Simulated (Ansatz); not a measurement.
**What tensor shear ε_xz = −2.12 % does to CsGeCl3**

The reference is CsGeCl3 (space group R3m, No. 160; a = 7.488 Å, c = 9.225 Å (hexagonal axes); a cell from a computed database, its experimental status unchecked). Axes: x lies along a and z along c of the hexagonal cell.

Modification: a pure shear with ε_xz = ε_zx = -0.0212; the atoms relax in the strained cell.

Method: plane-wave PAW DFT at the PBEsol level (Ansatz, a first-principles code, 420 eV), no spin-orbit coupling. k-mesh 6×6×6 (Γ-centred); smearing 0.05 eV (Fermi–Dirac).

```json
[
 {"quantity": "volume per atom", "base": "29.86 Å³", "changed": "29.85 Å³", "shift": "-0.01 Å³"},
 {"quantity": "space group", "base": "R3m (No. 160)", "changed": "P1 (No. 1)", "shift": "–"},
 {"quantity": "shortest interatomic distance", "base": "2.417 Å", "changed": "2.413 Å", "shift": "-0.004 Å"},
 {"quantity": "energy relative to the base (free energy F)", "base": "0 meV/atom", "changed": "+2.2 meV/atom", "shift": "+2.2 meV/atom"},
 {"quantity": "pressure (mean of the normal stresses, compression positive)", "base": "0.00 GPa", "changed": "0.06 GPa", "shift": "+0.06 GPa"},
 {"quantity": "band gap", "base": "1.33 eV", "changed": "1.26 eV", "shift": "-0.07 eV"},
 {"quantity": "gap character", "base": "–", "changed": "direct at R₂", "shift": "–"},
 {"quantity": "valley order (the lowest conduction-band minima on the path, energy above the VBM, named in the base's zone)", "base": "T (1/2, 1/2, 1/2) 1.33 eV; S₀ (1/2, 0, 1/2) 1.84 eV", "changed": "T (1/2, 1/2, 1/2) 1.26 eV; S₀ (1/2, 0, 1/2) 1.78 eV; S₀ (1/2, 1/2, 0) 1.80 eV; S₀ (0, 1/2, 1/2) 1.85 eV", "shift": "–"},
 {"quantity": "stress (xx, yy, zz, yz, xz, xy; compression positive)", "base": "–", "changed": "(0.08, 0.03, 0.07, 0.02, 0.56, 0.20) GPa", "shift": "–"}
]
```

Whether these cells are dynamically stable was not tested. Labels are those of the standard path for the cell's own space group.
